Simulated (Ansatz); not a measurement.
## SiC: pressure series

The parent structure is SiC in the wurtzite structure (space group P6_3mc, No. 186).

```xyz
4
Lattice="3.0920 0.0000 0.0000 -1.5460 2.6777 0.0000 0.0000 0.0000 5.0743" Properties=species:S:1:pos:R:3 pbc="T T T"
Si     0.0000     1.7851     5.0721
Si     1.5460     0.8926     2.5350
C      0.0000     1.7851     1.9050
C      1.5460     0.8926     4.4421
```

Cell and atoms are relaxed at each pressure.

Level of theory: PBE/PAW in Ansatz (an electronic-structure program), no spin-orbit coupling.

| variant | band gap | c/a ratio | volume per atom |
|---|---|---|---|
| base | 2.31 eV | 1.641 | 10.50 Å³ |
| pressure −2 GPa | 2.32 eV | 1.641 | 10.60 Å³ |
| pressure −1 GPa | 2.32 eV | 1.641 | 10.55 Å³ |
| pressure 2.1 GPa | 2.29 eV | 1.641 | 10.40 Å³ |
| pressure 4.5 GPa | 2.27 eV | 1.641 | 10.29 Å³ |
| pressure 9 GPa | 2.24 eV | 1.641 | 10.10 Å³ |
| pressure 15 GPa | 2.19 eV | 1.640 | 9.87 Å³ |
| pressure 22.5 GPa | 2.15 eV | 1.640 | 9.61 Å³ |
| pressure 30 GPa | 2.10 eV | 1.639 | 9.38 Å³ |

Load acts through the strain it causes; cell and atoms are relaxed under it. No phonon test of stability was made. No other phases were tried under pressure.
